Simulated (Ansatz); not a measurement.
Consider the following.

Host crystal: 3C silicon carbide, with a band gap (PBE, scalar-relativistic without spin-orbit coupling).

End structure of Li on the 1x1 (110) surface of 3C silicon carbide (cut with top plane C + Si), one in a 2x2 cell, started at the site 'bridge C-Si (span 3.9 Å)':

```
CELL_PARAMETERS angstrom
      6.19426     0.00000     0.00000
      0.00000     8.76000     0.00000
      0.00000     0.00000    27.00000
ATOMIC_POSITIONS crystal
  C  0.00000 0.36841 0.35704
  C  0.00000 0.86841 0.35704
  C  0.50000 0.36841 0.35704
  C  0.50000 0.86841 0.35704
  Si 0.25000 0.27125 0.36602
  Si 0.25000 0.77125 0.36602
  Si 0.75000 0.27125 0.36602
  Si 0.75000 0.77125 0.36602
  C  0.25000 0.11854 0.41341
  C  0.25000 0.61854 0.41341
  C  0.75000 0.11854 0.41341
  C  0.75000 0.61854 0.41341
  Si 0.00000 0.99658 0.41191
  Si 0.00000 0.49658 0.41191
  Si 0.50000 0.99658 0.41191
  Si 0.50000 0.49658 0.41191
  C  0.00000 0.37268 0.47117
  C  0.00000 0.87268 0.47117
  C  0.50000 0.37268 0.47117
  C  0.50000 0.87268 0.47117
  Si 0.25000 0.24764 0.47189
  Si 0.25000 0.74764 0.47189
  Si 0.75000 0.24764 0.47189
  Si 0.75000 0.74764 0.47189
  C  0.24981 0.12219 0.52917
  C  0.25095 0.62224 0.52910
  C  0.75031 0.12219 0.52917
  C  0.74897 0.62223 0.52910
  Si 0.00007 0.99742 0.52725
  Si 0.99994 0.49795 0.52800
  Si 0.50008 0.99767 0.52788
  Si 0.49996 0.49664 0.52797
  C  0.00002 0.36823 0.58737
  C  0.00002 0.86601 0.58473
  C  0.50004 0.36740 0.58729
  C  0.50004 0.87342 0.58693
  Si 0.24987 0.24481 0.58775
  Si 0.25261 0.74654 0.58761
  Si 0.75025 0.24477 0.58775
  Si 0.74741 0.74649 0.58761
  C  0.24403 0.11836 0.64590
  C  0.25121 0.62160 0.64362
  C  0.75607 0.11830 0.64590
  C  0.74877 0.62153 0.64363
  Si 0.00008 0.01316 0.63182
  Si 0.00001 0.52802 0.63301
  Si 0.50002 0.02294 0.63574
  Si 0.49996 0.52416 0.63349
  Li 0.00006 0.23788 0.68775
```

Model: 49-atom slab, 7.7 Å thick at the start under the adsorbate (thin: gaps and levels are the slab's own), 3x3x1 mesh, Fermi-Dirac 0.01 eV, dipole correction, 24 atoms held, the rest relaxed; no symmetry held; spin-polarised, ending with about 0.1 μB a cell, a value that depends on the mesh; orders that need a larger cell were not tried, no spin-orbit, no U, no dispersion correction. The slab shows no gap over 0.04 eV on its mesh. At the end it is bonded to 2 C + Si. In PBE it is, or lies within 0.03 eV of, the lowest of the starts that converged.

A negative adsorption energy means that the adsorbate is more stable on the surface than in its reference.

**Question.** Estimate the adsorption energy against an atom of bcc Li that PBE run with Ansatz (a quantum-chemistry and plane-wave program) returns for this input.

**Answer.** -1.19 eV

**Question.** What is the computed change of the step from the bottom to the top vacuum level, against the clean slab (PBE)?

**Answer.** -1.87 eV
